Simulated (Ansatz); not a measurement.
Base system: HfN in the rock salt structure (space group Fm-3m, No. 225; relaxed with 0.1 eV smearing).

```xyz
2
Lattice="0.0000 2.2342 2.2342 2.2342 0.0000 2.2342 2.2342 2.2342 0.0000" Properties=species:S:1:pos:R:3 pbc="T T T"
Hf     0.0000     0.0000     0.0000
N      2.2342     2.2342     2.2342
```

Cartesian axes are those of the cell as printed.

Computed with LDA in Ansatz (plane waves to 420 eV, PAW, no spin-orbit coupling).

Modification: uniaxial strain ε_zz = +2.50 %, all other strain components held at zero; the atoms relax in the strained cell.

Q: Predict the stress tensor and what it implies for the stiffness.

A: Stress of the strained cell less that of the base (GPa, compression positive):
```
   -2.7     0.0     0.0
    0.0    -2.7     0.0
    0.0     0.0   -14.6
```

Then −Δσ_ii/ε with ε = 0.0250 gives secant stiffness values (nonlinear terms included at this strain): C33 ≈ 582 GPa, C13 ≈ 109 GPa and C23 ≈ 109 GPa.

As a check, the harmonic strain energy −½ V₀ Δσ:ε is 13 meV/atom; the computed energy rise is 13 meV/atom.

No phonon test of stability was made. The final runs are not spin-polarised.

Ansatz is a program for electronic structure.
